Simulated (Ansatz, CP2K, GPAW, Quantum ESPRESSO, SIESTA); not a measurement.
**Ti3Al5 (P1, 8 atoms in the cell) computed with different codes at matched settings**

Self-consistent single point, at a second geometry (atoms moved at random). First geometry:

```yaml
crystal:
  lattice:
    - [3.91154, 0.00000, 0.00000]
    - [0.00000, 4.02478, 0.00000]
    - [0.00000, 0.00000, 8.10511]
  atoms:
    - { symbol: Ti, position: [0.00000, 0.50000, 0.26507] }
    - { symbol: Ti, position: [0.00000, 0.50000, 0.73493] }
    - { symbol: Ti, position: [0.50000, 0.50000, 0.00000] }
    - { symbol: Al, position: [0.00000, 0.00000, 0.00000] }
    - { symbol: Al, position: [0.00000, 0.00000, 0.50000] }
    - { symbol: Al, position: [0.50000, 0.50000, 0.50000] }
    - { symbol: Al, position: [0.50000, 0.00000, 0.24223] }
    - { symbol: Al, position: [0.50000, 0.00000, 0.75777] }
```

Second geometry:
```xyz
8
Lattice="3.9115 0.0000 0.0000 0.0000 4.0248 0.0000 0.0000 0.0000 8.1051" Properties=species:S:1:pos:R:3 pbc="T T T"
Ti     0.0350     1.9897     2.1493
Ti    -0.0585     1.9725     5.9485
Ti     1.9759     2.0184     0.0228
Al     0.0085     0.0179    -0.0262
Al    -0.0160     0.0914     4.0566
Al     1.9617     1.9629     4.0508
Al     1.9757    -0.0018     1.9798
Al     1.9408    -0.0014     6.1338
```

Shared settings, as Ansatz (an electronic-structure program) writes them: kpoints.mp_grid.grid = 6 6 3; scf.occupations.method = fermi_dirac; scf.occupations.width = 0.1 eV. Potentials and cutoffs stand in the table.

| code | model | ΔF from the first geometry (meV/atom) | pressure (GPa) | largest force (eV/Å) | cutoff |
|---|---|---|---|---|---|
| GPAW | PBEsol, GPAW PAW datasets PBEsol (made by gpaw-setup) | 13.9 | -1.46 | 1.095 | 850 eV |
| SIESTA | GGA PBEsol, numerical atomic orbitals DZP, PseudoDojo PBEsol standard norm-conserving potentials (rewritten from UPF to PSML) | 14.1 | -3.00 | 1.117 | grid 350 Ry |
| Ansatz | PBEsol, PAW files made with PBE | 13.8 | -1.83 | 1.084 | default |
| Quantum ESPRESSO | PBEsol, SSSP 1.1.2 efficiency (PBE) pseudopotentials | 13.9 | -1.65 | 1.093 | 50 Ry |
| CP2K | PBEsol, GPW, DZVP-MOLOPT-SR-GTH basis, GTH-PBE potentials (GTH_POTENTIALS) | 14.0 | -0.69 | 1.098 | grid 600 Ry |

Size of the force on each atom (eV/Å): Sizes of forces hide their directions.

```tsv
code	Ti1	Ti2	Ti3	Al4	Al5	Al6	Al7	Al8
GPAW	0.498	0.861	0.308	0.216	1.095	0.556	0.172	0.203
SIESTA	0.505	0.867	0.304	0.216	1.117	0.578	0.159	0.193
Ansatz	0.491	0.851	0.308	0.214	1.084	0.550	0.177	0.202
Quantum ESPRESSO	0.496	0.859	0.309	0.215	1.093	0.554	0.176	0.203
CP2K	0.508	0.874	0.312	0.218	1.098	0.551	0.162	0.202
```

On Ansatz's run: spin polarisation is off.

The spread over the programs that give each value: ΔF from the first geometry within 0.3 meV/atom; pressure within 2.31 GPa; largest force within 0.033 eV/Å.

SIESTA and CP2K use small atom-centred bases, whose incompleteness enters pressures, forces and empty levels differently from a plane-wave cutoff. Ansatz's pressure is given at a fixed set of plane waves, as the other plane-wave codes print theirs. In the pressure, SIESTA (by 1.36) lies more than 1 GPa from the median of the plane-wave programs.

The starting cell comes from a database of computed structures (which also holds hypothetical and non-ambient phases and stackings), without a prior relaxation at this level. Its lattice was rescaled by a random factor within 2.5 % of one. For this run, on top of that: atoms moved at random.

Keys are those of Ansatz 0.2.
